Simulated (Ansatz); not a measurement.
Base system: ZnSiP2 in the chalcopyrite structure (space group I-42d, No. 122).

```xyz
8
Lattice="-2.6532 2.6532 5.1899 2.6532 -2.6532 5.1899 2.6532 2.6532 -5.1899" Properties=species:S:1:pos:R:3 pbc="T T T"
Zn     0.0000     0.0000     0.0000
Zn     0.0000     2.6532     2.5949
Si     0.0000     0.0000     5.1899
Si     2.6532     0.0000     2.5949
P      1.2580     1.3266     6.4874
P      1.3266    -1.2580     3.8924
P      1.3952     1.3266     1.2975
P      1.3266     3.9112    -1.2975
```

Cartesian axes are those of the cell as printed.

The values are results of LDA/PAW in Ansatz (a first-principles code), no spin-orbit coupling, not measurements.

Strains are applied to the cell and any free atomic positions relax; under biaxial strain the out-of-plane vector relaxes too.

One change was made to it. Results:

```json
[
 {"quantity": "width of the top valence band", "base": "1.35 eV", "after": "1.31 eV"},
 {"quantity": "energy relative to the base (free energy F)", "base": "0 meV/atom", "after": "+1.0 meV/atom"},
 {"quantity": "pressure (mean of the normal stresses, compression positive)", "base": "0.00 GPa", "after": "0.77 GPa"},
 {"quantity": "volume per atom", "base": "18.27 Å³", "after": "18.12 Å³"}
]
```

**Question.** Which of these changes matches the shifts?
(A) biaxial strain −1.50 %, plane normal [001], relaxed out of plane
(B) biaxial strain −3.00 %, plane normal [001], relaxed out of plane
(C) biaxial strain −0.75 %, plane normal [001], relaxed out of plane
(D) biaxial strain −2.25 %, plane normal [001], relaxed out of plane

**Answer.** C, biaxial strain −0.75 %, plane normal [001], relaxed out of plane. For comparison, the energy relative to the base in the other runs: biaxial strain −2.25 %, plane normal [001], relaxed out of plane gives +9.1 meV/atom; biaxial strain −3.00 %, plane normal [001], relaxed out of plane gives +17 meV/atom; biaxial strain −1.50 %, plane normal [001], relaxed out of plane gives +4.0 meV/atom.

The levels and masses belong to the bands next to the band gap. Stability against distortions was not tested.
